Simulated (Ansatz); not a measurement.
Start from TiO2 in the rutile structure (space group P4_2/mnm, No. 136; a = 4.5967 Å, c = 2.9537 Å).

Level of theory: Ansatz (an electronic-structure program) r2SCAN, no spin-orbit coupling.

Before the change:

Width of the top valence band: 1.66 eV
Pressure: 0.0 kbar
Band gap: 2.22 eV

The change: the cell is scaled by 0.9750 in all directions, atoms relaxed at fixed cell.

Problem. What does the calculation give for the energy relative to the base, width of the top valence band, pressure, hole mass and band gap after the change?

Solution. The energy rises by 48 meV/atom; the width of the top valence band increases by 0.13 eV to 1.79 eV; the pressure (mean of the normal stresses, compression positive) goes from zero to 216.0 kbar; the hole mass is 2.6 mₑ along c, 1.9 mₑ across (at Γ); the band gap goes up by 0.11 eV, from 2.22 eV to 2.33 eV.

The cells carry an imposed strain or load. Effective masses come from finite differences of ±0.01 Å⁻¹. Stability against distortions was not tested. The final runs are not spin-polarised.
